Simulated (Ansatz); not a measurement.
Base system: CsPbCl₃ in the cubic perovskite structure (space group Pm-3m, No. 221; a = 5.6188 Å). Axes: x, y, z lie along the cube axes.

Level of theory: PBEsol (Ansatz, a first-principles code; PAW; 420 eV plane waves; scalar-relativistic without spin-orbit coupling).

For the base:

```
Quantity    Result
--------  --------
Band gap   1.83 eV
Pressure  0.00 GPa
```

Perturbation: the cell is compressed by 1.20 % along z with no lateral relaxation; the atoms relax in the strained cell.

Question: How does this affect the band gap and pressure?

Answer: The band gap decreases by 0.087 eV to 1.75 eV; the pressure (mean of the normal stresses, compression positive) goes from zero to 0.32 GPa.

Spin-orbit coupling, missing from the scalar runs, can matter with Pb. No phonon test of stability was made. Many cubic perovskites are stable only at high temperature; tilts and polar distortions were not tested. This is not the structure that CsPbCl3 has at room temperature and ambient pressure.
